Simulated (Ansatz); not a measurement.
## Pressure series in Sn

Start from Sn in the diamond structure (space group Fd-3m, No. 227).

```yaml
crystal:
  lattice:
    - [0.00000, 3.28324, 3.28324]
    - [3.28324, 0.00000, 3.28324]
    - [3.28324, 3.28324, 0.00000]
  atoms:
    - { symbol: Sn, position: [0.00000, 0.00000, 0.00000] }
    - { symbol: Sn, position: [0.25000, 0.25000, 0.25000] }
```

Cell and atoms are relaxed at each pressure.

The values are results of r2SCAN, PAW, 500 eV (Ansatz, an electronic-structure program; no spin-orbit coupling), not measurements.

Notes on the quantities. enthalpy: H = E + PV relative to the base's energy.

| case | enthalpy | shortest interatomic distance | density |
|---|---|---|---|
| base | – | 2.843 Å | 5.57 g/cm³ |
| pressure −2 GPa | -0.45 eV/atom | 2.895 Å | 5.28 g/cm³ |
| pressure −1 GPa | -0.22 eV/atom | ___ | ___ |
| pressure 0.9 GPa | +0.20 eV/atom | 2.825 Å | 5.68 g/cm³ |
| pressure 2.1 GPa | +0.45 eV/atom | 2.802 Å | 5.82 g/cm³ |
| pressure 4.5 GPa | +0.95 eV/atom | 2.764 Å | 6.06 g/cm³ |
| pressure 9 GPa | +1.83 eV/atom | 2.707 Å | 6.45 g/cm³ |
| pressure 15 GPa | +2.94 eV/atom | 2.651 Å | 6.87 g/cm³ |
| pressure 22.5 GPa | +4.24 eV/atom | 2.596 Å | 7.32 g/cm³ |
| pressure 30 GPa | +5.47 eV/atom | 2.553 Å | 7.69 g/cm³ |

Problem. Some entries are withheld; estimate them.

Solution. 
- pressure −1 GPa, shortest interatomic distance: 2.867 Å
- pressure −1 GPa, density: 5.43 g/cm³

Load acts through the strain it causes; cell and atoms are relaxed under it. No phonon test of stability was made. Tetrahedral semiconductors of this kind turn to denser phases somewhere between about 1 and 50 GPa; those were not computed, so compressed cells here can lie past the real transition.
